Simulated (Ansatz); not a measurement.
## CdS: band gap against strain

CdS (zinc blende, F-43m, 26.022 Å³/atom at rest, cube axes along x, y and z) under an equal strain ε along all three axes. PBE in Ansatz, a plane-wave DFT program (PAW, default set), 420 eV, 10×10×10 Γ-centred mesh, Fermi-Dirac smearing 0.05 eV; ions are relaxed within the symmetry of each cell. Gaps are the smallest over the k-mesh and a band path, without spin-orbit coupling; in all rows the valence edge lies at Γ and the conduction edge at Γ.

Here s stands for strain and Eg for gap.

| strain (%) | gap (eV) |
|---|---|
| -3.00 | ? |
| -1.50 | 1.140 |
| -1.00 | 1.108 |
| -0.50 | 1.075 |
| 0.00 | 1.042 |
| 0.50 | 1.008 |
| 1.00 | 0.975 |
| 1.50 | 0.942 |

Task: Fit Eg against s with a straight line, and predict the withheld value at s = -3.00.

Result: Means: s 0, Eg 1.0414. About the means, the sum of products is -0.46350 and the sum of squares of s is 7.0000; the slope is their ratio. Least squares gives Eg = 1.0414 - 0.06621·s. Residuals (row less fit): -0.0007, 0.0004, 0.0005, 0.0006, -0.0003, -0.0002, -0.0001; standard error 0.0005 (degrees of freedom: 5). Over these rows the gap moves by -6.6 ± 0.02 eV per unit strain, or -2.2 eV per unit of ln V. At the withheld row, Eg = 1.0414 - 0.06621 × (-3.0) = 1.2400 eV. The calculation gives 1.237 eV, 0.0030 eV below the prediction (1.0 % of the range of Eg in the table). The row lies outside the fitted rows, so this is an extrapolation. The fitted rows scatter only by rounding.

One order more, fitted to all 13 runs of the series, follows each within 0.001, so the miss is the next term of a smooth law. Other structures, which can take over under pressure, weren't tried. CdS is here a metastable form; wurtzite is the usual one. Rows are the converged runs of the series near zero and its far end; series whose fitted rows scatter by over a few per cent of the range, as at a crossing or softening among them, aren't shown in this form. Most that stay on the fit to the last digits aren't either.
